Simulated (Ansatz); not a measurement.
Quick settings and what they miss: Al₂Te₃ (R3, 10 atoms in the cell)

Self-consistent single point.

```
Al2Te3
1.0
    3.58235     2.06827     7.04382
   -3.58235     2.06827     7.04382
    0.00000    -4.13655     7.04382
Al Te
4 6
Direct
  0.50395   0.85401   0.17693
  0.17693   0.50395   0.85401
  0.85401   0.17693   0.50395
  0.62950   0.62950   0.62950
  0.61366   0.98812   0.28528
  0.28528   0.61366   0.98812
  0.98812   0.28528   0.61366
  0.78762   0.78762   0.78762
  0.46037   0.46037   0.46037
  0.11722   0.11722   0.11722
```

Computed with PBEsol, PAW files made with PBE (plane waves; Ansatz, a program for electronic structure).

Base settings: basis.ecutwfc = 420 eV; kpoints.mp_grid.grid = 4 4 4; hamiltonian.xc = pbesol; hamiltonian.pseudopotentials = {kind: paw} (the program's default PAW files); scf.occupations.method = fixed.

Tight run (finer mesh or higher cutoff; not a proven limit): basis.ecutwfc: 420 eV → 590 eV; kpoints.mp_grid.grid: 4 4 4 → 6 6 6; scf.convergence.dr2_threshold: default (1e-07 eV) → 1e-09 eV. It gave top of the valence band (on the code's own zero) 6.46 eV; gap on the k-point mesh 0.89 eV; pressure 1.40 GPa; largest force (vector length) 0.695 eV/Å.

Quick runs, as changes from the base:
- A: the base itself
- B: basis.ecutwfc: 420 eV → 250 eV; kpoints.mp_grid.grid: 4 4 4 → 6 6 6; hamiltonian.xc: pbesol → lda; scf.occupations.method: fixed → methfessel_paxton; kpoints.mp_grid.shift: default → 0.5 0.5 0.5; scf.occupations.width: default → 0.272 eV [LDA (PW92)]
- C: basis.ecutwfc: 420 eV → 250 eV; kpoints.mp_grid.grid: 4 4 4 → 1 1 1
- D: basis.ecutwfc: 420 eV → 335 eV; kpoints.mp_grid.grid: 4 4 4 → 2 2 2; scf.convergence.dr2_threshold: default (1e-07 eV) → 0.0001 eV
- E: basis.ecutwfc: 420 eV → 250 eV; kpoints.mp_grid.grid: 4 4 4 → 3 3 3; scf.occupations.method: fixed → gaussian; scf.occupations.width: default → 0.272 eV

Dashes: energy of B, another energy zero; gap of B, E, left out as unsure on this mesh or at this smearing.

Gaps are read on each run's own mesh, which may miss the band edges.

† marks runs with another functional, U, potentials or spin treatment: their distance from the tight run is not a convergence error alone.

The count of work is k-points × plane waves × bands × iterations; it is no time. 

Pressures in the table are Ansatz's without its Pulay estimate, at a fixed set of plane waves; the tight run's value above holds the estimate.

The starting cell comes from a database of computed structures (which also holds hypothetical and non-ambient phases and stackings), without a prior relaxation at this level. Its lattice was rescaled by a random factor within 2.5 % of one. Spin-orbit coupling is off.

| run | energy less tight (meV/atom) | pressure less tight (GPa) | largest miss in a force vector (eV/Å) | gap on the mesh less tight (eV) | count of work / tight |
|---|---|---|---|---|---|
| A | 1.0 | -0.02 | 0.002 | 0.000 | 0.17 |
| B† | – | -17.92 | 0.194 | – | 0.19 |
| C | 704.8 | -14.90 | 0.717 | -0.012 | 0.0057 |
| D | 18.7 | -0.23 | 0.055 | -0.002 | 0.027 |
| E | 436.7 | -17.10 | 0.028 | – | 0.034 |

Among the runs at the tight run's level, the energy misses run from 1.0 to 704.8 meV/atom.

Left out of this page: 1 run of the series outside the window shown, repeating another row's setting, or not comparable.

Keys are those of Ansatz 0.2.
